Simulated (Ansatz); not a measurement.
```
CELL_PARAMETERS angstrom
      0.00000     2.70503     2.70503
      2.70503     0.00000     2.70503
      2.70503     2.70503     0.00000
ATOMIC_POSITIONS crystal
  Sc 0.00000 0.00000 0.00000
  As 0.50000 0.50000 0.50000
```

These are PBEsol, DFPT electron-phonon coupling, linearised Boltzmann equation (plane waves, PAW, scalar-relativistic; Ansatz, a first-principles code) values and carry that method's errors. Geometry: relaxed with this functional, without spin-orbit coupling.

Problem. What phonon-limited resistivity does this give at 300 K?

Solution. 14.3 μΩ·cm.

Problem. How long is the mean free path there?

Solution. 27 nm, weighted by the current that each state carries. Wires not much wider than this gain resistivity from their walls.

A metal at this level (no band gap). Only scattering by harmonic phonons is included (no impurities, grain boundaries, electron-electron scattering or thermal expansion). Spin-orbit coupling is left out. Halving the electron mesh (28x28x28) moves the resistivity by up to 6 % at 300 K, the mean free path by up to 2 %. Smearing 0.20 eV; phonons on a 5x5x5 q mesh, which this run doesn't test.

Formula and space group known from diffraction (Crystallography Open Database), not checked to be the room-temperature form: ScAs (Fm-3m).
